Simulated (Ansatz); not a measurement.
Input and output of a relaxation of cell and atoms for YbZn (Pm-3m, 2 atoms in the cell) (Ansatz, an electronic-structure program).

Method: PBEsol, default PAW files made with PBE (plane waves; Ansatz).

The change in words: atoms on their sites; basis.ecutwfc: 420 eV → 210 eV; relax: default → cell and atoms. Reference geometry:
```
YbZn
1.0
    3.59371     0.00000     0.00000
    0.00000     3.59371     0.00000
    0.00000     0.00000     3.59371
Yb Zn
1 1
Cartesian
  0.00000   0.00000   0.05000
  1.79686   1.79686   1.79686
```

Reference input (self-consistent single point, DFT, PBEsol, plane waves, default PAW files made with PBE): basis.ecutwfc = 420 eV; kpoints.mp_grid.grid = 9 9 9; hamiltonian.xc = pbesol; hamiltonian.pseudopotentials = {kind: paw} (the program's default PAW files); scf.occupations.method = fermi_dirac; scf.occupations.width = 0.1 eV. This run's input differs from it in these lines:

Ansatz 0.2 input:
```diff
@@ -7,6 +7,6 @@
   atoms:
-    - { symbol: Yb, position: [0.000000, 0.000000, 0.013913] }
+    - { symbol: Yb, position: [0.000000, 0.000000, 0.000000] }
     - { symbol: Zn, position: [0.500000, 0.500000, 0.500000] }
 basis:
-  ecutwfc: 420.0 eV
+  ecutwfc: 210.0 eV
 kpoints:
@@ -22,2 +22,4 @@
     width: 0.1 eV
+relax:
+  cell: {}
 output:
```

Output, abridged:

```
   [... SCF lines of the steps left out ...]
relax step   1: F+E_penalty+E_count = -16947.13837438 eV  Δ(F+E_penalty+E_count) = +0.000e0 eV  max|allowed force component| = 2.104e-30 eV/Å  Δτ_max = 0.0000 Å  P = +1.192 GPa  Ω = 46.412 Å³  (9 SCF iters, dr2 threshold 1.00e-7 eV, accepted)
relax step   2: F+E_penalty+E_count = -16945.75274536 eV  Δ(F+E_penalty+E_count) = +1.386e0 eV  max|allowed force component| = 2.051e-29 eV/Å  Δτ_max = 0.0000 Å  P = -15.132 GPa  Ω = 47.667 Å³  energy of the carried Pulay correction = -1.331e0 eV  [...]
   [... lines left out ...]
relax step 120: F+E_penalty+E_count = -16947.07047854 eV  Δ(F+E_penalty+E_count) = +4.255e-2 eV  max|allowed force component| = 5.284e-30 eV/Å  Δτ_max = 0.0000 Å  P = +0.034 GPa  Ω = 51.521 Å³  energy of the carried Pulay correction = -4.262e-2 eV  [...]
relax step 121: F+E_penalty+E_count = -16947.13602102 eV  Δ(F+E_penalty+E_count) = -6.554e-2 eV  max|allowed force component| = 3.270e-30 eV/Å  Δτ_max = 0.0000 Å  P = +0.210 GPa  Ω = 51.521 Å³  stress off target by 2.10e-1 GPa  SCF on the basis [...]
basis re-selected at this cell: Δ(F+E_penalty+E_count) = -6.554e-2 eV, ΔP = +0.177 GPa vs the last step
   [... lines left out ...]
Free energy (F): -16947.136021 eV
Fermi energy:    9.944449 eV
Error: variable-cell relaxation did not converge after 121 `relax_step` rows, as none of its last 43 fresh-basis SCF(s) at a relaxed cell met both thresholds with a finite energy. The last misses `relax.cell.stress_tol`: largest allowed force component 3.27e-30 eV/Å (`relax.f_tol` 1.00e-2 eV/Å), stress off the target on the free part of the cell 2.10e-1 GPa (`relax.cell.stress_tol` 5.00e-2 GPa), F+E_penalty+E_count -16947.13602102 eV. The closest is row 112, whose structure comes with this error. Larger ratio of force or stress to its threshold at each such SCF whose figures are numbers: 22.590, 38.080, 33.451, 30.470, 40.125, 41.048, 32.775, 38.092, 39.100, 32.741, 30.250, [...]
   [... lines left out ...]
to start a new deck from the relaxed geometry:
  cell:  # Å, volume = 51.4044 Å³
    - [3.7182059995357992, -1.0622707349510846e-33, 1.5698335223781375e-34]
    - [-8.375789081059072e-34, 3.7182059995357992, -7.703719777548943e-34]
    - [2.8588022611998144e-35, -7.703719777548943e-34, 3.7182059995357992]
  atoms:
    - { symbol: Yb, position: [2.725834338599264e-47, -4.9304599576235263e-48, 5.204154034112681e-48] }
    - { symbol: Zn, position: [0.49999999999999994, 0.49999999999999994, 0.49999999999999994] }
```

The relaxation ended unconverged. 

The starting cell comes from a database of computed structures (which also holds hypothetical and non-ambient phases and stackings), without a prior relaxation at this level. Its lattice was rescaled by up to half a per cent. The cutoff lies below the one recommended for these files.

Cost on one core of a shared machine: roughly 2 min.
